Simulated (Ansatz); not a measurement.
The Bader charge of W in a series of structures.

Cell A: a slab of composition WSi36H18F6 built on Si (diamond, Fd-3m) (100), with 33 atoms on that crystal's sites, 61 atoms, rectangular cell of 11.50 × 7.67 Å (88.2 Å²), symmetry P1, 13.3 Å thick under 16 Å of vacuum, in-plane vectors held at the crystal's; planes from bottom to top: H6 | Si6H6 | Si6 × 5 | H6F | WF4 | F, its two faces unlike (dipole correction applied); foreign atoms: 15 times H bound to 1 Si at 1.50 Å; three times H bound to 1 Si at 1.51 Å; WF6 with no bond to the solid, its nearest contact W···Si 4.75 Å; spin state with PBE: run without spin, k-point mesh 2×3×1.
```
CELL_PARAMETERS angstrom
     11.50062     0.00000     0.00000
      0.00000     7.66708     0.00000
      0.00000     0.00000    28.96901
ATOMIC_POSITIONS crystal
  Si 0.98070 0.99837 0.30801
  Si 0.31515 0.99838 0.30802
  Si 0.64795 0.99835 0.30809
  Si 0.98066 0.50707 0.30716
  Si 0.31520 0.50707 0.30717
  Si 0.64795 0.50715 0.30730
  Si 0.14791 0.94682 0.35154
  Si 0.48156 0.94712 0.35212
  Si 0.81433 0.94715 0.35213
  Si 0.14792 0.46012 0.35122
  Si 0.48155 0.46000 0.35183
  Si 0.81434 0.46001 0.35184
  Si 0.14789 0.20436 0.39464
  Si 0.48174 0.20440 0.39538
  Si 0.81413 0.20442 0.39539
  Si 0.14791 0.70366 0.40142
  Si 0.48165 0.70375 0.40197
  Si 0.81422 0.70377 0.40198
  Si 0.98168 0.21123 0.44026
  Si 0.31416 0.21121 0.44022
  Si 0.64793 0.21114 0.44120
  Si 0.98156 0.71009 0.44978
  Si 0.31428 0.71009 0.44975
  Si 0.64793 0.71004 0.45050
  Si 0.98168 0.97492 0.49165
  Si 0.31415 0.97492 0.49161
  Si 0.64792 0.97442 0.49270
  Si 0.98165 0.44634 0.49202
  Si 0.31416 0.44633 0.49197
  Si 0.64792 0.44671 0.49304
  Si 0.14794 0.05311 0.53422
  Si 0.48009 0.05347 0.53424
  Si 0.81570 0.05343 0.53427
  Si 0.14794 0.36678 0.53441
  Si 0.48011 0.36640 0.53442
  Si 0.81567 0.36640 0.53446
  H  0.14799 0.98124 0.58243
  H  0.47624 0.98500 0.58265
  H  0.81942 0.98479 0.58268
  H  0.14801 0.43786 0.58269
  H  0.47635 0.43412 0.58291
  H  0.81926 0.43425 0.58294
  H  0.98068 0.19458 0.30539
  H  0.97976 0.93858 0.25884
  H  0.31518 0.19460 0.30543
  H  0.31607 0.93867 0.25885
  H  0.64795 0.19451 0.30534
  H  0.64798 0.93807 0.25896
  H  0.98026 0.70028 0.29889
  H  0.97984 0.42762 0.26001
  H  0.31560 0.70029 0.29889
  H  0.31600 0.42764 0.26001
  H  0.64796 0.70033 0.29902
  H  0.64798 0.42762 0.26016
  W  0.64750 0.71075 0.65374
  F  0.64722 0.71153 0.71780
  F  0.64764 0.71015 0.58927
  F  0.64797 0.95317 0.65341
  F  0.64718 0.46834 0.65377
  F  0.48585 0.71127 0.65307
  F  0.80915 0.71006 0.65322
```

Cell B: a slab of composition WSi36H18F6 built on Si (diamond, Fd-3m) (100), with 33 atoms on that crystal's sites, 61 atoms, rectangular cell of 11.50 × 7.67 Å (88.2 Å²), symmetry P1, 12.1 Å thick under 16 Å of vacuum, in-plane vectors held at the crystal's; planes from bottom to top: H6 | Si6H6 | Si6 × 5 | H6F2 | WF3 | F, its two faces unlike (dipole correction applied); foreign atoms: H bound to 1 Si at 1.52 Å; two times H bound to 1 Si at 1.49 Å; 11 times H bound to 1 Si at 1.50 Å; three times H bound to 1 Si at 1.51 Å; WF5 bound through W to 1 Si at 2.59 Å; HF with no bond to the solid, its nearest contact H···Si 2.66 Å; spin state with PBE: run without spin, k-point mesh 2×3×1.
```
CELL_PARAMETERS angstrom
     11.50062     0.00000     0.00000
      0.00000     7.66708     0.00000
      0.00000     0.00000    27.74454
ATOMIC_POSITIONS crystal
  Si 0.00528 0.00947 0.32169
  Si 0.33844 0.00961 0.32190
  Si 0.67126 0.00952 0.32184
  Si 0.00471 0.51835 0.32099
  Si 0.33829 0.51843 0.32123
  Si 0.67119 0.51843 0.32102
  Si 0.17180 0.95825 0.36766
  Si 0.50481 0.95867 0.36787
  Si 0.83838 0.95812 0.36732
  Si 0.17135 0.47148 0.36737
  Si 0.50491 0.47154 0.36759
  Si 0.83792 0.47149 0.36727
  Si 0.17122 0.21575 0.41273
  Si 0.50508 0.21596 0.41302
  Si 0.83837 0.21534 0.41241
  Si 0.17099 0.71520 0.41976
  Si 0.50502 0.71543 0.41991
  Si 0.83836 0.71550 0.41956
  Si 0.00453 0.22246 0.46011
  Si 0.33811 0.22078 0.46035
  Si 0.67215 0.22111 0.46023
  Si 0.00451 0.72163 0.47005
  Si 0.33796 0.72104 0.46992
  Si 0.67191 0.72271 0.46994
  Si 0.00324 0.98640 0.51390
  Si 0.33788 0.98471 0.51422
  Si 0.67215 0.98624 0.51452
  Si 0.00429 0.45789 0.51397
  Si 0.33582 0.45776 0.51413
  Si 0.67367 0.45858 0.51353
  Si 0.17074 0.06674 0.55710
  Si 0.50445 0.06292 0.55805
  Si 0.83804 0.06599 0.55891
  Si 0.16980 0.37972 0.55878
  Si 0.50618 0.37421 0.55609
  Si 0.83874 0.37968 0.55871
  H  0.17103 0.99473 0.60808
  H  0.50330 0.00524 0.60950
  H  0.83850 0.99477 0.60919
  H  0.16816 0.44829 0.60914
  H  0.84027 0.45337 0.60861
  H  0.00549 0.20570 0.31911
  H  0.00593 0.95019 0.27031
  H  0.33831 0.20583 0.31924
  H  0.33866 0.94993 0.27056
  H  0.67124 0.20576 0.31924
  H  0.67035 0.95021 0.27047
  H  0.00492 0.71148 0.31220
  H  0.00488 0.43897 0.27172
  H  0.33847 0.71160 0.31253
  H  0.33858 0.43926 0.27193
  H  0.67090 0.71155 0.31224
  H  0.67074 0.43900 0.27176
  W  0.49216 0.50961 0.64144
  F  0.47218 0.47216 0.70787
  F  0.37354 0.33802 0.64002
  F  0.58642 0.68803 0.61761
  F  0.63334 0.39506 0.65265
  F  0.37571 0.67684 0.63386
  H  0.07769 0.82809 0.61501
  F  0.02506 0.73338 0.61505
```

All numbers come from Ansatz (a program for electronic structure), plane waves with PAW, its default PAW set, cutoff 420 eV. The structures are at rest with PBE+D3(BJ), within the held lattices; other levels are single points on them. Neutral cells; Fermi-Dirac smearing of at most 0.05 eV in the solids, energies taken to zero width. The lattices are those relaxed with PBE+D3(BJ) or held as stated, so at other levels the solids can be strained. Larger cells are relaxed from a start prepared with the learned potential CHGNet, on a coarser mesh till forces fall under 0.03 eV/Å, which some starts already meet. The structures are the rest points that the relaxations reached, not proven lowest. Spin-orbit coupling is left out. No Hubbard U is applied. Values are for these cell sizes. A dispersion term ran beside these levels; it doesn't touch the electrons. Electrons of density maxima off the nuclei are shared among the atoms. Mean over the atoms, with the range where they differ; positive means electrons lost.

**Question.** What does PBE give for the Bader charge of W of each cell (e)?

**Answer.** 
```json
[
 {"cell": "A", "PBE": "3.33"},
 {"cell": "B", "PBE": "2.70"}
]
```

With PBE the value of A exceeds that of B by 0.63 e.
